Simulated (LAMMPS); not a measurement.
Consider a melt made from SiC (zinc blende), 1000 atoms, at 3620 K and 0 GPa, brought to that temperature within a few picoseconds in molecular dynamics.

All values are model results, not measurements: classical MD, pair style edip/multi, file SiC.edip (LAMMPS).

### Question
Estimate the state found, the coordination number of C by Si, the mean frequency of the vibrational (phonon) density of states for this model.

### Answer
state found: liquid; coordination number of C by Si: 2.51 (counted to 2.54 Å); mean frequency of the vibrational (phonon) density of states: 14.6 THz.

Caution: enthalpy drifts during the constant-pressure average: a transition or slow ageing; fluctuation values are void. Caution: at ambient pressure real SiC sublimes or decomposes before or as it melts, so this liquid is the model's. Caution: a run this short can hold a crystal over, or a liquid under, the potential's own melting point, which these runs don't give.
